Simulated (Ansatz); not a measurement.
A (8,0) black phosphorus nanotube has 32 atoms in a period of 3.301 Å, a mean diameter of 12.55 Å, and lies 73 meV/atom over the flat sheet relaxed at the same level.

Calculation: PBE (plane waves to 420 eV, PAW; Ansatz, a program for electronic structure). Mesh 1×1×10. No spin polarisation. It repeats along c; a and b span vacuum. A hypothetical model, rolled from the flat sheet. It keeps the symmetry and period of its start, so it need not be a minimum against all distortions.

Which bending rigidity of the sheet does this imply in the thin-plate picture?

A plate bent to radius R stores D/(2R²) an area. The area an atom is π × 12.55 × 3.301/32 = 4.07 Å², so the stored energy is 0.073/4.07 = 0.0179 eV/Å². With R = 6.275 Å, D = 2R² × 0.0179 = 1.4 eV.
